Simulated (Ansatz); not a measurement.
A computed series for HfC: response to strain

The reference is HfC in the rock salt structure (space group Fm-3m, No. 225; relaxed with 0.1 eV smearing).

```
HfC
1.0
    0.00000     2.32030     2.32030
    2.32030     0.00000     2.32030
    2.32030     2.32030     0.00000
C Hf
1 1
Direct
  0.00000   0.00000   0.00000
  0.50000   0.50000   0.50000
```

Cartesian axes are those of the cell as printed.

Strains are applied to the cell and any free atomic positions relax; under biaxial strain the out-of-plane vector relaxes too; under stress the whole cell relaxes.

Method: Kohn–Sham DFT with the r2SCAN functional, run in Ansatz (a first-principles code) with PAW and 500 eV plane waves, scalar-relativistic without spin-orbit coupling.

Notes on the quantities. pressure: mean of the normal stresses, compression positive; energy relative to the base: free energy F.

| case | pressure | energy relative to the base | volume per atom | space group |
|---|---|---|---|---|
| base | 0.0 GPa | 0 meV/atom | 12.49 Å³ | Fm-3m (No. 225) |
| biaxial strain −1.62 %, plane normal [111], relaxed out of plane | 6.4 GPa | +12 meV/atom | 12.19 Å³ | R-3m (No. 166) |
| isotropic strain −4.59 % | ___ | +0.207 eV/atom | 10.85 Å³ | Fm-3m (No. 225) |
| isotropic strain −0.45 % | 3.4 GPa | +1.8 meV/atom | 12.32 Å³ | Fm-3m (No. 225) |
| uniaxial strain ε_xx = −3.41 % | 9.7 GPa | +27 meV/atom | 12.07 Å³ | I4/mmm (No. 139) |
| uniaxial strain ε_yy = −1.02 % | ___ | +2.2 meV/atom | 12.36 Å³ | I4/mmm (No. 139) |
| uniaxial stress, 2 GPa tension along z | – | +0.3 meV/atom | 12.53 Å³ | I4/mmm (No. 139) |
| uniaxial stress, 0.5 GPa tension along z | – | 0.0 meV/atom | 12.50 Å³ | I4/mmm (No. 139) |
| tensor shear ε_xy = +3.17 % | 0.2 GPa | +29 meV/atom | 12.48 Å³ | Immm (No. 71) |
| tensor shear ε_yz = −1.37 % | 0.0 GPa | +5.5 meV/atom | 12.49 Å³ | Immm (No. 71) |

Question: Complete the table.

Answer: 
- isotropic strain −4.59 %, pressure: 45.3 GPa
- uniaxial strain ε_yy = −1.02 %, pressure: 2.6 GPa

Stability under load was not tested beyond the relaxation. The final runs are not spin-polarised.
